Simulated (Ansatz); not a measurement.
The starting structures come from a database of crystals and need not be the phases stable at ambient conditions.

Inside the gap of an insulator the Bloch states are evanescent, with a wavenumber k + iκ along the transport direction.

Input:

```
CELL_PARAMETERS angstrom
      4.87451     0.00000     0.00000
      0.00000     5.44806     0.00000
      0.00000     0.00000    12.45080
ATOMIC_POSITIONS crystal
  Sb 0.03624 0.17626 0.87268
  Sb 0.96376 0.82374 0.12732
  Sb 0.46376 0.17626 0.62732
  Sb 0.53624 0.82374 0.37268
  Sb 0.53624 0.32374 0.12732
  Sb 0.46376 0.67626 0.87268
  Sb 0.96376 0.32374 0.37268
  Sb 0.03624 0.67626 0.62732
  O  0.25000 0.00733 0.75000
  O  0.75000 0.99267 0.25000
  O  0.75000 0.49267 0.25000
  O  0.25000 0.50733 0.75000
  O  0.14433 0.84832 0.94252
  O  0.85567 0.15168 0.05748
  O  0.35567 0.84832 0.55748
  O  0.64433 0.15168 0.44252
  O  0.64433 0.65168 0.05748
  O  0.35567 0.34832 0.94252
  O  0.85567 0.65168 0.44252
  O  0.14433 0.34832 0.55748
```

Space group of this cell: Pccn. The cell was relaxed by PBE-D3(BJ); by r2SCAN its mean pressure is -2.4 GPa.

Transport runs along the normal of the first two printed cell vectors.

The gap is the functional's own, uncorrected, and κ follows it; spin-orbit coupling is left out. Mid-gap values are interpolated between the computed energies.

**Question.** Predict the band gap and the smallest decay constant κ at mid-gap from Ansatz (an electronic-structure program) with r2SCAN.

**Answer.** Gap 2.28 eV on a 6×6×4 mesh; κ = 0.243 1/Å, at the zone centre.
